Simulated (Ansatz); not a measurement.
## SnO2: tensor shear ε_xz = +1.00 %

The reference is SnO$_{2}$ in the rutile structure (space group P4_2/mnm, No. 136; a = 4.7224 Å, c = 3.1903 Å). Axes: x, y, z lie along a, b, c of the conventional cell.

Perturbation: a pure shear with ε_xz = ε_zx = 0.0100; the atoms relax in the strained cell.

The values are results of DFT with LDA, PAW potentials and a 420 eV plane-wave cutoff in Ansatz (a quantum-chemistry and plane-wave program), scalar-relativistic without spin-orbit coupling, not measurements. Settings: 7×7×10 k-points, 0.05 eV Fermi–Dirac smearing.

The volume per atom remains 11.86 Å³ and the space group changes from P4_2/mnm (No. 136) to P2_1/c (No. 14). The shortest interatomic distance remains 2.044 Å and the energy grows by 1.4 meV/atom. The pressure (mean of the normal stresses, compression positive) stays essentially unchanged (0.00 GPa against 0.03 GPa) and the band gap stays 1.16 eV. The gap character is still direct at Γ and the electron mass goes from 0.18 mₑ along c, 0.20 mₑ across (at Γ) to 0.18 mₑ along z, 0.20 mₑ across (at Γ). The valence-band top at Γ (three highest levels, from the VBM) stays 0.00, -0.80, -0.80 eV and the stress (xx, yy, zz, yz, xz, xy; compression positive) amounts to (0.04, 0.04, 0.01, 0.00, -1.89, 0.00) GPa.

Effective masses come from finite differences of ±0.01 Å⁻¹. Stability against distortions was not tested. Labels are those of the standard path for the cell's own space group.
